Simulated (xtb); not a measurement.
xtb 6.7.1, GFN1-xTB: Si(F)2(H)(iPr) (CC(C)[SiH](F)F), 14 atoms. The geometry is a generated start, not checked to be a minimum at this level.

```json
{
  "run_flags": "--grad",
  "method": "GFN1-xTB",
  "--acc": "1 (default)",
  "--etemp (K)": "300 (default)",
  "basis_functions": "46",
  "valence_electrons": "38"
}
```

```xyz
14

Si     1.4634    -0.7901    -0.2463
F      2.6794    -0.3314     0.6906
F      1.4333    -2.3736    -0.0017
C     -0.1521    -0.0292     0.3937
C     -1.3790    -0.5871    -0.3319
C     -0.1465     1.5001     0.3140
H      1.8588    -0.5657    -1.6159
H     -0.2438    -0.3005     1.4542
H     -2.2916    -0.1864     0.1064
H     -1.3623    -0.3146    -1.3847
H     -1.4130    -1.6718    -0.2596
H     -0.0937     1.8318    -0.7210
H      0.7043     1.9144     0.8497
H     -1.0573     1.9041     0.7526
```

One run each on 1 thread. Values of broydamp tried: 0.02, 0.05, 0.1, 0.2, 0.4 (default), 0.6, 0.8, 1.

Predict the course of the SCC iterations along this series.

Fewest SCC iterations, within one of each other: 0.4 (default) with 9, 0.6 with 9, 0.8 with 10. The count rises to 16 at 0.02. All converge to one solution.

```tsv
broydamp	SCC iterations	end
0.02	16	same solution
0.05	15	same solution
0.1	13	same solution
0.2	12	same solution
0.4 (default)	9	same solution
0.6	9	same solution
0.8	10	same solution
1	11	same solution
```
